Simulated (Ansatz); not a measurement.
## How the c axis length of TaAs (model structure, started from the WC type, P-6m2, No. 187, 2 atoms in the cell) moves with the method

No measured value is used here.

| level (code) | value (Å) |
|---|---|
| LDA (Ansatz) | 3.432 |
| PBE (Ansatz) | 3.484 |
| PBEsol (Ansatz) | (withheld) |
| PBE-D3(BJ) (Ansatz) | (withheld) |
| r²SCAN (Ansatz) | 3.451 |
| r²SCAN+rVV10 (Ansatz) | 3.449 |

What belongs in the gaps?


- PBEsol (Ansatz, a quantum-chemistry and plane-wave program), value (Å): 3.457
- PBE-D3(BJ) (Ansatz), value (Å): 3.469

Density-functional levels without +SOC have no spin–orbit coupling. Cutoffs differ between the levels. Ansatz's density-functional and Hartree–Fock values are scalar-relativistic unless marked +SOC, with PAW data made under PBE.

A model structure was made by putting elements into a prototype or built by hand; it is no filed structure, need not be a known phase, and can be a saddle point held by its symmetry.
